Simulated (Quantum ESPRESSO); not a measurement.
## Several settings converged on TiO2 (Imm2, 6 atoms in the cell)

```xyz
6
Lattice="-1.8830 1.8830 4.7312 1.8830 -1.8830 4.7312 1.8830 1.8830 -4.7312" Properties=species:S:1:pos:R:3 pbc="T T T"
Ti     0.0000     1.8830     2.4156
Ti     0.0000     0.0000     0.0000
O      0.0000     1.8830     0.3974
O      0.0000     0.0000     7.4943
O      0.0000     0.0000     1.9682
O      0.0000     1.8830     4.3338
```

Base method: LDA (PZ), GBRV 1.5 ultrasoft (LDA) pseudopotentials (plane waves; Quantum ESPRESSO).

Base settings: ecutwfc = 50 Ry; ecutrho = 400 Ry; occupations = smearing; smearing = fermi-dirac; degauss = 0.00147 Ry; potentials = {Ti: ti_lda_v1.4.uspp.F.UPF, O: o_lda_v1.2.uspp.F.UPF}; K_POINTS = automatic 4 4 4 0 0 0; conv_thr = 1e-11 Ry; mixing_beta = 0.7.

The count of work is k-points × plane waves × bands × iterations; it is no time. Core times come from one kind of shared machine, to one figure; runs under 30 s give none.

**The k-point mesh**

Only quantities that move along the ladder and can be compared are tabulated.

```tsv
K_POINTS	free energy less the last step's (meV/atom)	pressure (GPa)	largest difference of a force vector from the last step's (eV/Å)	gap on the mesh (eV)	count of work / last
automatic 2 2 2 0 0 0	-13.67	-3.71	0.308	2.064	0.014
automatic 4 4 4 0 0 0	1.01	-2.62	0.008	2.090	0.052
automatic 5 5 5 0 0 0	0.18	-2.63	0.005	2.069	0.078
automatic 7 7 7 0 0 0	0.00	-2.63	0.000	2.054	0.19
automatic 9 9 9 0 0 0	0.01	-2.63	0.000	2.053	0.36
automatic 13 13 13 0 0 0	0.00	-2.63	0.000	2.059	1.0
```

Coarsest K_POINTS that holds the pressure within 0.2 GPa of the last step, with all finer ones: automatic 4 4 4 0 0 0, at 0.052 of the last step's count of work; the step before is off by 1.1 GPa.

Coarsest K_POINTS that holds the forces within 0.01 eV/Å of the last step, with all finer ones: automatic 4 4 4 0 0 0, at 0.052 of the last step's count of work; the step before is off by 0.31 eV/Å.

The gap on the mesh jumps up and down from mesh to mesh; it is no smooth measure of convergence.

**The SCF threshold**

The mesh stays at the base's, so the ladder's end is converged at best in this setting alone.

Only quantities that move along the ladder and can be compared are tabulated.

```tsv
conv_thr	free energy less the last step's (meV/atom)	largest difference of a force vector from the last step's (eV/Å)	gap on the mesh (eV)	count of work / last
0.0073 Ry	2.96	0.043	2.131	0.33
7.3e-05 Ry	0.06	0.006	2.080	0.48
7.3e-07 Ry	0.00	0.000	2.090	0.57
7.3e-09 Ry	0.00	0.000	2.090	0.67
1e-11 Ry	0.00	0.000	2.090	0.86
7.3e-14 Ry	0.00	0.000	2.090	1.0
```

Coarsest conv_thr that holds the free energy within 1 meV/atom of the last step, with all finer ones: 7.3e-05 Ry; the step before is off by 3.0 meV/atom.

Coarsest conv_thr that holds the gap on the mesh within 0.02 eV of the last step, with all finer ones: 7.3e-05 Ry; the step before is off by 0.041 eV.

Coarsest conv_thr that holds the forces within 0.02 eV/Å of the last step, with all finer ones: 7.3e-05 Ry; the step before is off by 0.043 eV/Å.

**The width of Fermi-Dirac smearing**

The mesh stays at the base's, so the ladder's end is converged at best in this setting alone.

Only quantities that move along the ladder and can be compared are tabulated.

| degauss | free energy less the last step's (meV/atom) | pressure (GPa) | largest difference of a force vector from the last step's (eV/Å) | core time / last (rough) |
|---|---|---|---|---|
| 0.073499 Ry | -316.21 | 7.32 | 0.389 | 1 |
| 0.036749 Ry | -24.48 | -1.17 | 0.076 | 0.8 |
| 0.0147 Ry | -0.09 | -2.61 | 0.001 | 1 |
| 0.0073499 Ry | 0.00 | -2.62 | 0.000 | 1 |

Widest degauss that holds the free energy within 0.5 meV/atom of the last step, with all finer ones: 0.0147 Ry; the step before is off by 24 meV/atom.

Widest degauss that holds the pressure within 0.2 GPa of the last step, with all finer ones: 0.0147 Ry; the step before is off by 1.5 GPa.

Widest degauss that holds the forces within 0.01 eV/Å of the last step, with all finer ones: 0.0147 Ry; the step before is off by 0.076 eV/Å.

On the base run: the starting cell has typed, rounded lattice constants, without a prior relaxation at this level. Its lattice was rescaled by up to half a per cent. One atom was moved a little off its site on purpose.
